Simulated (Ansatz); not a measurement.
# Short convergence ladders for As (R-3m, 2 atoms in the cell)

```xyz
2
Lattice="3.6988 -1.8894 0.0000 3.6988 1.8894 0.0000 2.7336 0.0000 3.1270" Properties=species:S:1:pos:R:3 pbc="T T T"
As     2.2998     0.0000     0.7098
As     7.8314     0.0000     2.4172
```

Base method: PBE (plane waves, PAW; Ansatz, a quantum-chemistry and plane-wave program).

Base settings: basis.ecutwfc = 30.9 Ry; kpoints.mp_grid.grid = 11 11 11; hamiltonian.xc = pbe; hamiltonian.pseudopotentials = {kind: paw} (the program's default PAW files); scf.occupations.method = fermi_dirac; scf.occupations.width = 0.0073 Ry.

Core times come from one kind of shared machine, to one figure; runs under 30 s give none.

**The force threshold of a relaxation**

On As (R-3m, 2 atoms in the cell): one atom moved by 0.15 angstrom.

In this ladder: relax = atoms.

The mesh stays at the base's, so the ladder's end is converged at best in this setting alone.

Only quantities that move along the ladder and can be compared are tabulated.

```csv
relax.f_tol,largest force left (eV/Å),relaxation steps
0.2 eV/Å,0.0448,3
0.1 eV/Å,0.0388,4
0.05 eV/Å,0.0346,4
0.03 eV/Å,0.0084,4
0.02 eV/Å,0.0109,4
0.01 eV/Å,0.0003,5
0.005 eV/Å,0.0002,5
0.002 eV/Å,0.0002,6
0.001 eV/Å,0.0002,6
```

Coarsest relax.f_tol that holds the largest force left within 0.005 eV/Å of the last step, with all finer ones: 0.01 eV/Å; the step before is off by 0.011 eV/Å.

**Zone-centre phonons against the mesh**

In this ladder: phonons.method = dfpt.

Frequencies are those of the unrelaxed cell, without the LO-TO term of polar crystals.

Only quantities that move along the ladder and can be compared are tabulated.

| kpoints.mp_grid.grid | highest zone-centre frequency (cm⁻¹) | core time / last (rough) |
|---|---|---|
| 3 3 3 | 238.8 | – |
| 4 4 4 | 245.7 | – |
| 5 5 5 | 244.9 | – |
| 7 7 7 | 250.9 | 0.06 |
| 8 8 8 | 248.2 | 0.08 |
| 10 10 10 | 248.6 | 0.10 |
| 12 12 12 | 247.5 | 0.2 |
| 15 15 15 | 245.9 | 0.4 |
| 19 19 19 | 245.9 | 1 |

Coarsest kpoints.mp_grid.grid that holds the highest zone-centre frequency within 2 cm⁻¹ of the last step, with all finer ones: 12 12 12, at about 0.2 of the last step's time; the step before is off by 2.7 cm⁻¹.

On the base run: the starting cell has typed, rounded lattice constants, without a prior relaxation at this level. Its lattice was rescaled by up to half a per cent.

Left out of this page: 1 run of the series stopped by limits of time or memory.

Keys are those of Ansatz 0.2.
